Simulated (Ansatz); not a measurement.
The parent structure is PtS2 in the CdI2 type structure (space group P-3m1, No. 164; a = 3.584 Å, c = 4.656 Å; layered, stacked along the Cartesian z axis).

All numbers come from plane-wave PAW DFT at the PBE-D3(BJ) level (Ansatz, a program for electronic structure, 420 eV), no SOC.

Base values:

The shortest interatomic distance comes out as 2.395 Å and the In-plane lattice parameter a comes out as 3.584 Å.

One thing is altered: a free-standing slab of 4 layers (12 atoms, 3 a layer) is cut normal to the stacking axis, with 15 Å of vacuum and the in-plane cell relaxed.

**Question.** What happens to the shortest interatomic distance?

**Answer.** The shortest interatomic distance falls by 0.0074 Å to 2.387 Å.

**Question.** What does the calculation give for the excess energy per area of both faces after the change?

**Answer.** The excess energy per area of both faces (slab less bulk energy over the cell's area: twice a surface energy) amounts to 0.6 J/m² (uncertain by up to 0.2 J/m²).

**Question.** How does this affect the thickness between the outermost nuclei?

**Answer.** The thickness between the outermost nuclei comes out as 16.56 Å.

**Question.** What does the calculation give for the in-plane lattice parameter a after the change?

**Answer.** The in-plane lattice parameter a drops by 0.012 Å to 3.572 Å.

The excess energy carries the mismatch between the slab's and the bulk's meshes. No phonon test of stability was made. All final runs are without spin polarisation.
